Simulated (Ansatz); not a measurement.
**BAs: response to strain**

Start from BAs in the zinc blende structure (space group F-43m, No. 216).

```xyz
2
Lattice="0.0000 2.3919 2.3919 2.3919 0.0000 2.3919 2.3919 2.3919 0.0000" Properties=species:S:1:pos:R:3 pbc="T T T"
B      0.0000     0.0000     0.0000
As     1.1960     1.1960     1.1960
```

Strains are applied to the cell and any free atomic positions relax.

The values are results of r2SCAN (Ansatz, a program for electronic structure), no spin-orbit coupling, not measurements.

```tsv
isotropic strain (%)	pressure (GPa)
0	0.0
0.5	-2.0
1	-4.0
1.5	-5.7
2	?
2.5	-9.0
3	-10.4
```

**Question.** Fit P = P₀ − Bδ + Cδ² with δ = (1 + ε)³ − 1 to the rows shown and predict the withheld row.

**Answer.** Least squares on the printed values gives P₀ = 0.0 GPa, B = 139 GPa, C = 289 GPa (largest residual 0.1 GPa); this predicts -7.4 GPa, and the run gives -7.4 GPa, in agreement.

Whether these cells are dynamically stable was not tested.
